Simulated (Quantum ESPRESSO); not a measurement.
## Sensitivity of a calculation on ZrGeS (P4/nmm, 6 atoms in the cell) to its settings

```yaml
crystal:
  lattice:
    - [3.62600, 0.00000, 0.00000]
    - [0.00000, 3.62600, 0.00000]
    - [0.00000, 0.00000, 8.01900]
  atoms:
    - { symbol: Zr, position: [0.00000, 0.50000, 0.27600] }
    - { symbol: Zr, position: [0.50000, 0.00000, 0.72400] }
    - { symbol: S, position: [0.00000, 0.50000, 0.62200] }
    - { symbol: S, position: [0.50000, 0.00000, 0.37800] }
    - { symbol: Ge, position: [0.00000, 0.00000, 0.00000] }
    - { symbol: Ge, position: [0.50000, 0.50000, 0.00000] }
```

Base run A: PBEsol, PseudoDojo standard norm-conserving (PBESOL) pseudopotentials in Quantum ESPRESSO 7.5, self-consistent single point.

Its settings: ecutwfc = 80 Ry; occupations = smearing; smearing = marzari-vanderbilt; degauss = 0.0073499 Ry; potentials = {Zr: Zr.upf, S: S.upf, Ge: Ge.upf}; K_POINTS = automatic 6 6 3 0 0 0; conv_thr = 1e-10 Ry.

The starting cell comes from a database of published, mostly measured structures (it also holds non-ambient and calculated ones), without a prior relaxation at this level.

ΔF is the free energy per atom less that of run A. A dash stands where there is no value to compare (another energy zero or no entropy term, no result, no spin, no clean gap, or a mesh too coarse for one). Total energies depend on the potentials, the functional and any Hubbard or dispersion term, so they are compared only between runs that share all of them.

Runs:
- B: HUBBARD: default → ortho-atomic; U Zr-4d 7 eV [PBEsol+U]
- C: ecutwfc: 80 Ry → 104 Ry
- D: ecutrho: default → 240 Ry
- E: nosym: default → true
- F: degauss: 0.0073499 Ry → 0.002205 Ry; K_POINTS: automatic 6 6 3 0 0 0 → automatic 7 7 4 0 0 0
- G: K_POINTS: automatic 6 6 3 0 0 0 → automatic 7 7 4 0 0 0
- H: mixing_beta: default → 0.1
- I: ecutwfc: 80 Ry → 55 Ry; pseudopotentials: {Zr: Zr.upf, S: S.upf, Ge: Ge.upf} → {Zr: Zr.pbe-spn-kjpaw_psl.1.0.0.UPF, S: S.pbe-n-kjpaw_psl.1.0.0.UPF, Ge: Ge.pbe-n-kjpaw_psl.1.0.0.UPF}; ecutrho: default → 330 Ry; input_dft: default → pbesol

| run | ΔF (meV/atom) | pressure (GPa) | largest force (eV/Å) | k-points | valence electrons |
|---|---|---|---|---|---|
| A | 0.00 | -2.08 | 0.066 | 20 | 64 |
| B | – | 5.13 | 0.251 | 20 | 64 |
| C | -0.20 | -2.08 | 0.066 | 20 | 64 |
| D | 0.00 | -2.08 | 0.066 | 20 | 64 |
| E | 0.00 | -2.08 | 0.067 | 56 | 64 |
| F | 4.2 | -2.01 | 0.135 | 30 | 64 |
| G | 4.3 | -2.02 | 0.139 | 30 | 64 |
| H | 0.00 | -2.08 | 0.066 | 20 | 64 |
| I | – | -1.79 | 0.070 | 20 | 44 |

Run I against A: The pressure goes from -2.08 to -1.79 GPa and the largest force moves little (0.066 to 0.070 eV/Å).

Run C against A: The free energy stays essentially unchanged (within 1 meV/atom), the pressure stays at -2.08 GPa and the largest force stays at 0.066 eV/Å.
